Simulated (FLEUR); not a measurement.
Input and output of a self-consistent single point for Cu (Fm-3m, 1 atom in the cell) (FLEUR).

Method: FLEUR with PBE, all-electron FLAPW (FLEUR), scalar-relativistic valence.

The change in words: lattice scaled by 0.98. Reference geometry:
```xyz
1
Lattice="0.0000 1.8066 1.8066 1.8066 0.0000 1.8066 1.8066 1.8066 0.0000" Properties=species:S:1:pos:R:3 pbc="T T T"
Cu     0.0000     0.0000     0.0000
```

Reference input (self-consistent single point, DFT, PBE, all-electron FLAPW (FLEUR), scalar-relativistic valence): Kmax = 3.6 1/bohr; GmaxXC = 14.4 1/bohr; xcFunctional = pbe; jspins = 1; l_soc = F; mode = hist; fermiSmearingEnergy = 0.00499791 Htr; mesh (inpgen div1-3) = 16 16 16; inpgen gamma flag = true; Gmax = 14.4 1/bohr; numbands = 0; maxIterBroyd = 15. This run's input differs from it in these lines:

```diff
@@ -3,5 +3,5 @@
 &input film=f /
-0.0000000000 3.4139829962 3.4139829962
-3.4139829962 0.0000000000 3.4139829962
-3.4139829962 3.4139829962 0.0000000000
+-0.0000000000 3.3457034119 3.3457034119
+3.3457034119 0.0000000000 3.3457034119
+3.3457034119 3.3457034119 0.0000000000
 1.0
@@ -42,5 +42,5 @@
          <bravaisMatrix>
-            <row-1>    0.0000000000000000     3.4139829962000001     3.4139829962000001</row-1>
-            <row-2>    3.4139829962000001     0.0000000000000000     3.4139829962000001</row-2>
-            <row-3>    3.4139829962000001     3.4139829962000001     0.0000000000000000</row-3>
+            <row-1>    0.0000000000000000     3.3457034119000002     3.3457034119000002</row-1>
+            <row-2>    3.3457034119000002     0.0000000000000000     3.3457034119000002</row-2>
+            <row-3>    3.3457034119000002     3.3457034119000002     0.0000000000000000</row-3>
          </bravaisMatrix>
```

Output, abridged:

```
 Iteration:     1   Distance:      41.74459937 me/bohr^3
 Iteration:     2   Distance:      31.18302327 me/bohr^3
 Iteration:     3   Distance:       8.55467768 me/bohr^3
 Iteration:     4   Distance:       7.40527467 me/bohr^3
 Iteration:     5   Distance:       1.21602273 me/bohr^3
   [... 5 lines left out ...]
 Iteration:    11   Distance:       0.00327846 me/bohr^3
 Iteration:    12   Distance:       0.00003035 me/bohr^3
 Iteration:    13   Distance:       0.00002172 me/bohr^3
 Iteration:    14   Distance:       0.00000031 me/bohr^3
 Run finished successfully
 Stop message:
   Structural relaxation: Done

[file out, last iteration]
             iter=     15
[...]
          total density-effective poten   -2.6289076615E+03
          total charge density-energy d   -6.7649559247E+01
 Updated energy parameters for spin:           1
[...]
 fermi energy and band-weighting factors:
    1.308057

[...]
FERMIE:
          first approx. to ef    (T=0)  :   0.339600 htr   (energy of the highest occ. eigenvalue)
          number of occ. states  (T=0)  :        806
          first approx. to seigv (T=0)  :   2.440675 htr
          sum of weights of occ. states :   5.504150
          sum of semicore charge        :   0.000000 e
FERHIS:  Fermi-Energy by histogram:
          bandgap                     :   0.002984 htr
   [... lines left out ...]
          charge neutrality (T=0)     :   0.008301    (zero if the highest occ. eigenvalue is "entirely" occupied)
     EF_NEWTON:  Adjust Fermi-Energy by Newton-Method.
 Direct bandgap for spin            1 :    6.6215683961887484E-002  Htr
   [... lines left out ...]
 ---->    (input%tkb*entropy) TS=              0.0006584023 htr
 ---->    free energy=                     -1655.0322526155 htr
      extrapolation for T->0
 ---->    total electron energy=           -1655.0319234144 htr
 ***** TOTAL FORCES ON ATOMS *****
 TOTAL FORCE FOR ATOM TYPE=  1  X=  0.000   Y=  0.000   Z=  0.000
                       FX_TOT= 0.000000 FY_TOT= 0.000000 FZ_TOT= 0.000000
 Structural relaxation: Done
```

The run converged in 14 iterations. FLEUR gives forces in its relaxation mode, with a further iteration, so its stop message speaks of a relaxation. 

The starting cell comes from a database of computed structures (which also holds hypothetical and non-ambient phases and stackings), without a prior relaxation at this level. Its lattice was rescaled by a random factor within 2.5 % of one. For this run, on top of that: lattice scaled by 0.98. Spin polarisation is off. Values depend on the basis (sphere radii, cutoffs, local orbitals), which need not be converged. The log's line on a gap gives a spacing of levels on this mesh, which the program prints for metals too.

These are the values that this program gave, and no reference: the default basis lacks the next d shell.
